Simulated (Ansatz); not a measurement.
Short convergence ladders for MgB2 (P6mm, 3 atoms in the cell)

```
CELL_PARAMETERS angstrom
      1.55272    -2.68940     0.00000
      1.55272     2.68940     0.00000
      0.00000     0.00000     3.53760
ATOMIC_POSITIONS crystal
  Mg 0.00000 0.00000 0.01413
  B  0.33333 0.66667 0.50000
  B  0.66667 0.33333 0.50000
```

Base method: PBEsol, default PAW files made with PBE (plane waves; Ansatz, a quantum-chemistry and plane-wave program).

Base settings: basis.ecutwfc = 420 eV; kpoints.mp_grid.grid = 12 12 9; hamiltonian.xc = pbesol; hamiltonian.pseudopotentials = {kind: paw} (the program's default PAW files); scf.occupations.method = fermi_dirac; scf.occupations.width = 0.1 eV.

The count of work is k-points × plane waves × bands × iterations; it is no time. 

**The cutoff for other potential files**

Level: DFT, PBEsol, plane waves, harder PAW files (source: ansatz) made with PBE.

In this ladder: hamiltonian.pseudopotentials = {kind: paw, source: ansatz}.

The second cell is the first with its lattice scaled by 0.98.

The mesh stays at the base's, so the ladder's end is converged at best in this setting alone.

The first pressure column holds Ansatz's estimate of the finite-basis (Pulay) stress, which hides part of the cutoff error; the other is without it.

Only quantities that move along the ladder and can be compared are tabulated.

```tsv
basis.ecutwfc	free energy less the last step's (meV/atom)	energy of the compressed cell less the first (meV/atom)	pressure (GPa)	pressure without the Pulay estimate (GPa)	largest difference of a force vector from the last step's (eV/Å)	count of work / last
320 eV	1250.23	0.75	-5.46	-115.82	0.059	0.11
390 eV	217.13	-3.41	-4.90	-28.01	0.027	0.14
495 eV	14.63	-3.94	-5.52	-7.47	0.004	0.20
605 eV	1.51	-4.25	-5.56	-5.73	0.000	0.27
710 eV	0.41	-4.23	-5.56	-5.58	0.000	0.35
850 eV	0.23	-4.23	-5.56	-5.56	0.000	0.45
1065 eV	0.08	-4.25	-5.56	-5.57	0.000	0.64
1420 eV	0.00	-4.26	-5.56	-5.57	0.000	1.0
```

Coarsest basis.ecutwfc that holds the pressure without the Pulay estimate within 0.2 GPa of the last step, with all finer ones: 605 eV, at 0.27 of the last step's count of work; the step before is off by 1.9 GPa.

Coarsest basis.ecutwfc that holds the free energy within 1 meV/atom of the last step, with all finer ones: 710 eV, at 0.35 of the last step's count of work; the step before is off by 1.5 meV/atom.

Coarsest basis.ecutwfc that holds the energy of the compressed cell less the first within 0.2 meV/atom of the last step, with all finer ones: 605 eV, at 0.27 of the last step's count of work; the step before is off by 0.32 meV/atom.

The energy difference between the two cells stays within 1 meV/atom of the last step's from 390 eV on, the total only from 710 eV on: much of the error is common to both cells and cancels.

At the lowest cutoff the pressure without the Pulay estimate lies 110 GPa under the last step's, the usual sign of Pulay stress in an incomplete plane-wave basis.

**The relaxed cell against the cutoff**

On MgB₂ (P6/mmm, 3 atoms in the cell): atoms on their sites.

In this ladder: relax = cell and atoms.

The mesh stays at the base's, so the ladder's end is converged at best in this setting alone.

Only quantities that move along the ladder and can be compared are tabulated.

| basis.ecutwfc | relaxed volume (Å³/atom) | relaxation steps |
|---|---|---|
| 210 eV | 9.644 | 15 |
| 250 eV | 9.494 | 12 |
| 295 eV | 9.466 | 9 |
| 355 eV | 9.478 | 7 |
| 420 eV | 9.476 | 5 |
| 505 eV | 9.472 | 5 |
| 630 eV | 9.472 | 5 |
| 840 eV | 9.471 | 5 |

Coarsest basis.ecutwfc that holds the relaxed volume within 0.047 Å³/atom of the last step, with all finer ones: 250 eV; the step before is off by 0.17 Å³/atom.

At the lowest cutoff the cell relaxes to a volume 1.8 % larger than at the highest. Ansatz relaxes on a stress corrected for the finite basis.

On the base run: the starting cell has typed, rounded lattice constants, without a prior relaxation at this level. Its lattice was rescaled by up to half a per cent. One atom was moved a little off its site on purpose.

Keys are those of Ansatz 0.2.
